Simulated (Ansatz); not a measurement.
**A computed series for CaMnO3: pressure series**

Take CaMnO$_{3}$ in the cubic perovskite structure (space group Pm-3m, No. 221; a = 3.719 Å; ferromagnetic; a cell from a computed database, its experimental status unchecked) as the base.

Cell and atoms are relaxed at each pressure.

All numbers come from DFT with PBEsol, PAW potentials and a 420 eV plane-wave cutoff in Ansatz (a quantum-chemistry and plane-wave program), no SOC.

```json
[
 {"pressure (GPa)": "-2", "volume per atom (Å³/atom)": "10.393"},
 {"pressure (GPa)": "-1", "volume per atom (Å³/atom)": "?"},
 {"pressure (GPa)": "0", "volume per atom (Å³/atom)": "10.284"},
 {"pressure (GPa)": "0.3", "volume per atom (Å³/atom)": "10.269"},
 {"pressure (GPa)": "0.7", "volume per atom (Å³/atom)": "10.248"},
 {"pressure (GPa)": "3", "volume per atom (Å³/atom)": "10.131"},
 {"pressure (GPa)": "5", "volume per atom (Å³/atom)": "10.036"},
 {"pressure (GPa)": "7.5", "volume per atom (Å³/atom)": "9.923"},
 {"pressure (GPa)": "10", "volume per atom (Å³/atom)": "9.816"}
]
```

Problem. Fit the third-order Birch–Murnaghan form P(V) = (3B₀/2)[(V₀/V)^(7/3) − (V₀/V)^(5/3)]·[1 + (3/4)(B₀′ − 4)((V₀/V)^(2/3) − 1)] (squares taken in P) to the rows shown and predict the withheld row.

Solution. Least squares on the printed values gives V₀ = 10.284 Å³/atom, B₀ = 194 GPa, B₀′ = 4.3; this predicts 10.338 Å³/atom, and the run gives 10.338 Å³/atom, in agreement.

Load acts through the strain it causes; cell and atoms are relaxed under it. Stability against distortions was not tested. No other phases were tried under pressure. No Hubbard U is applied and the magnetic state is the run's own (CaMnO3 ferromagnetic); other magnetic orders, which need larger cells, were not tried and can change the gap. Many cubic perovskites are stable only at high temperature; tilts and polar distortions were not tested.
